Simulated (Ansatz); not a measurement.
Base system: K in the bcc (W type) structure (space group Im-3m, No. 229; a = 5.215 Å; relaxed with 0.1 eV smearing). Axes: x, y, z lie along the cube axes.

Method: PBEsol (Ansatz, a first-principles code), no spin-orbit coupling.

It is then changed as follows: a pure shear with ε_xy = ε_yx = 0.0171; the atoms relax in the strained cell.

Estimate the effect on the energy relative to the base.

The energy goes up by 0.7 meV/atom.

Estimate the effect on the stress.

The stress (xx, yy, zz, yz, xz, xy; compression positive) is (0.0, 0.0, 0.0, 0.0, 0.0, -0.1) GPa.

Stability against distortions was not tested.
